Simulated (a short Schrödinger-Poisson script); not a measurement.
System: gated Al0.33Ga0.67N/GaN polarisation-induced gas, at 300 K.

```tsv
layer	material	thickness (nm)	Na (cm⁻³)
1	Al0.33Ga0.67N	20	-
2	GaN	6000	3e14
```

Constants are typed, rounded textbook-type inputs, not results; the design itself was drawn at random and stands for no fabricated device. Al0.33Ga0.67N: permittivity 9.3, conduction-band edge (eV) 0.462, gap (eV) 4.09, electron mass (mₑ) 0.24, Nv at 300 K (cm⁻³) 4.6e19. GaN: permittivity 9.5, conduction-band edge (eV) 0, gap (eV) 3.43, Nv at 300 K (cm⁻³) 4.6e19.

Channel valleys (confinement mass, in-plane density-of-states mass, number): Γ 0.2, 0.2, 1. At the gate the conduction-band edge of layer 1 lies 1.27 eV − eVg above the Fermi level of the channel; the field vanishes at the back. Sheet of polarisation charge: +1.6e13 e/cm² at 20 nm from the gate. The barrier under the gate holds no holes. Gaps are held at their typed values at every temperature. Mesh 0.08 nm at interfaces.

From a short Schrödinger-Poisson script (our own, NumPy): 1D Poisson equation in equilibrium, electrons quantum, Hartree (BenDaniel-Duke, 40 states a valley, the channel's in-plane mass for all, wave functions free to enter the barrier), parabolic valleys, classical holes, full ionisation, no traps, pinning or gate leakage.

The same stack at other levels of the model or other numerical settings:

| run | sheet density of all electrons at Vg = 0.5 V (cm⁻²) | sheet density of all electrons at Vg = -3.5 V (cm⁻²) | capacitance at Vg = 0.5 V (μF/cm²) | centroid of the channel electrons at Vg = 0.5 V (nm) | rough cost against the base |
|---|---|---|---|---|---|
| base | 1.40e13 | 4.31e12 | 0.398 | 2.07 | about 1 |
| electrons treated as classical, Boltzmann | 1.47e13 | 4.58e12 | 0.407 | 0.85 | 0.02 |
| electrons treated as classical, Fermi-Dirac | 1.40e13 | 4.41e12 | 0.390 | 1.83 | 0.1 |
| electrons treated as quantum, Hartree plus LDA exchange-correlation | 1.42e13 | 4.39e12 | 0.398 | 1.88 | 2 |
| mesh six times as coarse | 1.40e13 | 4.30e12 | 0.398 | 2.00 | 0.3 |
| one subband a valley | 1.40e13 | 4.29e12 | 0.395 | 1.42 | 0.6 |

The classical rows ignore confinement, and Boltzmann statistics overrate the density once the band edge passes the Fermi level.
